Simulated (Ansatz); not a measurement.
Band structure of BaIn₃Pt (I4mm, 5 atoms in the cell).

```
CELL_PARAMETERS angstrom
     -2.43916     2.43916     5.92728
      2.43916    -2.43916     5.92728
      2.43916     2.43916    -5.92728
ATOMIC_POSITIONS crystal
  Ba 0.99738 0.99738 0.00000
  In 0.73808 0.23808 0.50000
  In 0.23808 0.73808 0.50000
  In 0.39890 0.39890 0.00000
  Pt 0.62757 0.62757 0.00000
```

Level of theory: LDA (PW92), PAW files made with PBE (plane waves; Ansatz, a first-principles code).

Settings: basis.ecutwfc = 420 eV; kpoints.mp_grid.grid = 5 5 5; hamiltonian.xc = lda; hamiltonian.pseudopotentials = {kind: paw} (the program's default PAW files); scf.occupations.method = gaussian; scf.occupations.width = 0.05 eV; kpoints.band_path.npoints = 8.

The starting cell comes from a database of computed structures (which also holds hypothetical and non-ambient phases and stackings), without a prior relaxation at this level. Its lattice was rescaled by a random factor within 2.5 % of one. Spin-orbit coupling is off. Spin polarisation is off.

Levels in eV from the Fermi level, bands 31 to 38:
```json
[
 {"point": "Γ", "31": "-1.93", "32": "-0.91", "33": "-0.49", "34": "-0.49", "35": "1.44", "36": "1.93", "37": "1.93", "38": "2.77"},
 {"point": "X", "31": "-2.33", "32": "-2.03", "33": "-1.18", "34": "-0.92", "35": "-0.80", "36": "2.59", "37": "3.58", "38": "3.59"},
 {"point": "Y", "31": "-2.30", "32": "-1.88", "33": "-1.39", "34": "-0.76", "35": "-0.52", "36": "2.45", "37": "3.36", "38": "3.39"},
 {"point": "S", "31": "-2.47", "32": "-0.68", "33": "-0.38", "34": "0.45", "35": "0.93", "36": "1.92", "37": "2.41", "38": "2.80"},
 {"point": "Z", "31": "-0.77", "32": "-0.77", "33": "-0.64", "34": "1.44", "35": "1.60", "36": "2.05", "37": "2.05", "38": "2.25"},
 {"point": "S1", "31": "-2.47", "32": "-0.68", "33": "-0.38", "34": "0.45", "35": "0.93", "36": "1.92", "37": "2.41", "38": "2.80"},
 {"point": "N", "31": "-2.12", "32": "-1.89", "33": "-0.16", "34": "0.94", "35": "1.13", "36": "1.58", "37": "1.87", "38": "2.62"},
 {"point": "P", "31": "-2.17", "32": "-2.17", "33": "-1.00", "34": "-0.86", "35": "-0.86", "36": "1.64", "37": "3.62", "38": "3.62"},
 {"point": "Y1", "31": "-2.30", "32": "-1.88", "33": "-1.39", "34": "-0.76", "35": "-0.52", "36": "2.45", "37": "3.36", "38": "3.39"}
]
```

Bands cross the Fermi level along this path, so the cell is metallic at this level.

Keys are those of Ansatz 0.2.
